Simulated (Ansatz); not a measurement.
Input:

```xyz
2
Lattice="0.0000 2.1074 2.0886 2.1074 0.0000 2.0886 2.1074 2.1074 0.0000" Properties=species:S:1:pos:R:3 pbc="T T T"
Mg     0.0000     0.0000     0.0000
O      2.1074     2.1074     2.0886
```

The numbers are results of r2SCAN, rigid bands (plane waves, PAW, scalar-relativistic; Ansatz, an electronic-structure program), not measurements. Condition of this run: uniaxial stress zz = 2 GPa (compression positive) (the target of the relaxation). Geometry: cell and atoms relaxed with r2SCAN, then loaded as said.

Task: Predict the hole conductivity mass (n e² τ/σ) at 300 K, by direction if it differs.

Result: 2.3 (x), 2.3 (y), 2.2 (z) mₑ.

Task: What conductivity effective mass do dilute electrons have at 300 K?

Result: 0.37 (x), 0.37 (y), 0.38 (z) mₑ.

Task: And the band gap?

Result: 5.71 eV at this level; semilocal functionals usually fall short of the measured gap.

Rigid bands, one relaxation time for all states, no polarons. Spin-orbit coupling is left out.
